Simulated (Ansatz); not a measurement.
# What biaxial strain −0.50 %, plane normal [001], relaxed out of plane does to AlRu

The reference is AlRu in the CsCl type structure (space group Pm-3m, No. 221; a = 2.983 Å; relaxed with 0.1 eV smearing). Axes: x, y, z lie along the cube axes.

Modification: biaxial strain −0.50 %, plane normal [001], relaxed out of plane (Cartesian); in-plane vectors clamped, the third vector and the atoms free.

The values are results of r2SCAN (Ansatz, a quantum-chemistry and plane-wave program), no SOC, not measurements. Settings: 19×19×19 k-points, 0.1 eV Fermi–Dirac smearing.

The volume per atom falls by 0.07 Å³ (13.27 Å³ → 13.20 Å³) and the space group goes from Pm-3m (No. 221) to P4/mmm (No. 123). The energy goes up by 0.8 meV/atom and the band gap is still zero. The out-of-plane strain is +0.46 % and the mean in-plane stress (compression positive) amounts to +1.8 GPa.

No phonon test of stability was made. All final runs are without spin polarisation.
